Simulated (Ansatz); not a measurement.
Checking a run of Ansatz (a program for electronic structure) on Ge (Pm-3n, 8 atoms in the cell). The aim is a self-consistent single point with DFT, PBE, plane waves, default PAW files.

Cell that was meant: a = 5.3765 Å, b = 5.3765 Å, c = 5.3765 Å, α = 90.00°, β = 90.00°, γ = 90.00°.

Part of the input:

Ansatz 0.2 input:
```yaml
scf:
  occupations:
    method: fermi_dirac
    width: 2.0
output:
  forces: true
  eigenvalues: true
```

The program printed (abridged):

```
WARN basis.ecutwfc = 420 eV, the default
WARN ansatz: RAYON_NUM_THREADS=1 ignored (pool sized by the plan → 1); use --threads N
   [... lines left out ...]
Symmetry: 48 space group operations
Space group: Pm-3n (ITA 223), of the structure as read, at distance tolerance 5.4e-5 Å
k-points: 4 of 27
Initial density: superposition of atomic densities (neutral atoms: chi_scale 0, normalization atom), corrected by the library's trained network
Initial wavefunctions: pseudopotential atomic-orbital guess
Eigensolver: davidson
Functional: x = pbe(κ = 0.804, μ = 0.2195149727645171), c = pbe(β = 0.06672455060314922)
SCF iter   1: F=—  HF=-34381.668083 eV  |F-HF|=—  |Δ(HF+E_count)|=         —  Δρ=5.08e-3  dr2=2.64e-2  ethr=1.77e-3  ⟨swp⟩=9.8  Hψ=2970  notcnv=0
all-band conjugate gradients solve this SCF's bands
preconditioner: auto → Kerker (q_TF=auto, 2.583 Å⁻¹)
SCF iter   2: F=—  HF=-34381.667954 eV  |F-HF|=—  |Δ(HF+E_count)|=   1.29e-4  Δρ=2.91e-3  dr2=1.04e-2  ethr=2.36e-5  ⟨swp⟩=1.0  Hψ=672  notcnv=0
   [... lines left out ...]
SCF iter   5: F=—  HF=-34381.666062 eV  |F-HF|=—  |Δ(HF+E_count)|=   4.55e-5  Δρ=3.89e-5  dr2=1.04e-6  ethr=1.00e-7  ⟨swp⟩=2.5  Hψ=906  notcnv=0
SCF iter   6: F=—  HF=-34381.666321 eV  |F-HF|=—  |Δ(HF+E_count)|=   2.59e-4  Δρ=1.09e-5  dr2=1.46e-7  ethr=8.93e-11  ⟨swp⟩=7.2  Hψ=2339  notcnv=0
SCF iter   7: F=-34381.666321 eV  HF=-34381.666321 eV  |F-HF|=2.31e-8  |Δ(HF+E_count)|=   8.28e-8  Δρ=4.22e-6  dr2=1.49e-8  ethr=8.93e-11  ⟨swp⟩=3.5  Hψ=1293  notcnv=0
SCF 1 converged in 7 iterations: F = -34381.666321 eV  dr2 = 1.49e-8
Free energy (F): -34381.666321 eV
Internal energy: -34333.888681 eV  (E = F + TS)
E sigma→0 (E₀):  -34357.777501 eV
Entropy (-TS):   -47.777640 eV (-5972.205 meV/atom)
Fermi energy:    10.383400 eV
--- Forces (eV/Å), atoms counted from 1 ---
  atom   1  Ge     0.00000000    -0.00000000     0.00000000
   [... zero for the other atoms too ...]
--- Stress (GPa, compression-positive) ---
       18.244042       0.000000       0.000000
       -0.000000      18.244042       0.000000
        0.000000       0.000000      18.244042
  P = ⅓ Tr σ = 18.2440 GPa (182.440 kbar)
  The stress holds the Pulay correction. Without it, at fixed plane waves, as pw.x and ABINIT print it: P = 18.2093 GPa
```

Question: Is this run sound? If not, what is wrong?

Answer: The run is not sound. The fault is a smearing width that is far too large. A width of many tenths of an electronvolt moves electrons far across the Fermi level or the gap, and the free energy and its derivatives carry a large smearing term. To fix it, use a width small against the gap or band features. The run converged in 7 iterations without an error; against the sound input the free energy drops by 3.04 eV/atom and the pressure goes from 0.94 to 18.24 GPa.

An input that runs soundly differs in these lines (not the only fix; some lines may just follow from the change or write a value another way):
```diff
-    width: 2.0
+    width: 0.136
```

With that input, the run converged in 7 iterations: free energy E − TS (on the zero of these files) -34357.3523 eV; Fermi level (on the code's own zero) 10.58 eV; pressure 0.94 GPa (DFT, PBE, plane waves, default PAW files).

On the sound input: the starting cell was generated: these elements placed on a structure prototype, without a prior relaxation; it need not be a known phase or ordering of this composition. Its lattice was rescaled by a random factor within 2.5 % of one. Ansatz's pressure includes its estimate of the finite-basis (Pulay) stress. Without a gap this mesh is coarse (it stands for a supercell whose shortest vector is 16 Å).
